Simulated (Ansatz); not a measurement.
## A computed series for MgO: pressure series

The parent structure is MgO in the rock salt structure (space group Fm-3m, No. 225).

```
CELL_PARAMETERS angstrom
      0.00000     2.10221     2.10221
      2.10221     0.00000     2.10221
      2.10221     2.10221     0.00000
ATOMIC_POSITIONS crystal
  Mg 0.00000 0.00000 0.00000
  O  0.50000 0.50000 0.50000
```

Cell and atoms are relaxed at each pressure.

Computed with Kohn–Sham DFT with the r2SCAN functional, run in Ansatz (a program for electronic structure) with PAW and 500 eV plane waves, no SOC.

| case | shortest interatomic distance | band gap |
|---|---|---|
| base | 2.102 Å | 5.68 eV |
| pressure −2 GPa | 2.111 Å | 5.56 eV |
| pressure −1 GPa | 2.106 Å | 5.62 eV |
| pressure 0.9 GPa | 2.098 Å | 5.74 eV |
| pressure 2.1 GPa | 2.094 Å | 5.81 eV |
| pressure 4.5 GPa | 2.084 Å | 5.95 eV |
| pressure 9 GPa | 2.068 Å | 6.20 eV |
| pressure 15 GPa | 2.049 Å | 6.51 eV |
| pressure 22.5 GPa | 2.028 Å | 6.86 eV |
| pressure 30 GPa | 2.009 Å | 7.19 eV |

Load acts through the strain it causes; cell and atoms are relaxed under it. Stability against distortions was not tested. No other phases were tried under pressure.
